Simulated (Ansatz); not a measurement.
## ScB2 (P6/mmm): band-structure transport figures

Input:

```xyz
3
Lattice="3.1253 0.0000 0.0000 -1.5627 2.7066 0.0000 0.0000 0.0000 3.4859" Properties=species:S:1:pos:R:3 pbc="T T T"
Sc     0.0000     0.0000     0.0000
B      1.5627     0.9022     1.7429
B      0.0000     1.8044     1.7429
```

These are PBEsol, rigid bands (plane waves, PAW, scalar-relativistic; Ansatz, a first-principles code) values and carry that method's errors. Cell: cell and atoms relaxed with PBEsol.

The density of states at the Fermi level is 0.956 states/(eV·cell), both spins, the bare Sommerfeld coefficient comes out as 0.75 mJ/(mol of atoms·K²) and the drude plasma energy is 5.8 (x), 5.8 (y), 5.4 (z) eV. The root-mean-square Fermi velocity is 6.2e5 m/s and the resistivity times τ is 14.6 (x), 14.6 (y), 16.8 (z) ×10⁻²² Ω·m·s.

A metal at this level (no band gap); rigid bands, thermally averaged at 300 K, both spins. Spin-orbit coupling is left out. τ is one relaxation time for all states.

Formula and space group known from diffraction (Crystallography Open Database), not checked to be the room-temperature form: ScB2 (P6/mmm).
